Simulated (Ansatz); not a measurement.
## Al2O3: band gap against strain

Al2O3 (corundum, R-3c, 8.761 Å³/atom at rest, c along z) under an equal strain ε along all three axes. PBE in Ansatz, a plane-wave DFT program (PAW, default set), 420 eV, 8×8×8 Γ-centred mesh, Fermi-Dirac smearing 0.05 eV; ions are relaxed within the symmetry of each cell. Gaps are the smallest over the k-mesh and a band path, without spin-orbit coupling; in all rows the valence edge lies at Γ and the conduction edge at Γ.

Here s stands for strain and Eg for gap.

```csv
strain (%),gap (eV)
-3.00,?
-2.25,6.705
-1.50,6.412
-0.75,6.128
0.00,5.850
```

Fit Eg of the 4 rows that show it with a straight line. Means: s -1.1250, Eg 6.2737. About the means, the sum of products is -1.0684 and the sum of squares of s is 2.8125; the slope is their ratio. Least squares gives Eg = 5.8464 - 0.37987·s. Residuals (row less fit): 0.0039, -0.0042, -0.0033, 0.0036; standard error 0.0053 (degrees of freedom: 2). Over these rows the gap moves by -38 ± 0.3 eV per unit strain, or -13 eV per unit of ln V.

Q: What does the fit predict for Eg at s = -3.00, and how far is the calculated value from it?

A: Eg = 5.8464 - 0.37987 × (-3.00) = 6.9860 eV. The calculation gives 7.004 eV, 0.0180 eV above the prediction (1.6 % of the range of Eg in the table). The row lies outside the fitted rows, so this is an extrapolation. From the scatter of the fitted rows alone, a prediction at this place has a standard error of 0.0084 eV, so the miss is 2.1 times that.

One order more, fitted to all 5 runs of the series, follows each within 0.001, so the miss is the next term of a smooth law. Other structures, which can take over under pressure, weren't tried. Rows are the converged runs of the series near zero and its far end; series whose fitted rows scatter by over a few per cent of the range, as at a crossing or softening among them, aren't shown in this form. Most that stay on the fit to the last digits aren't either.
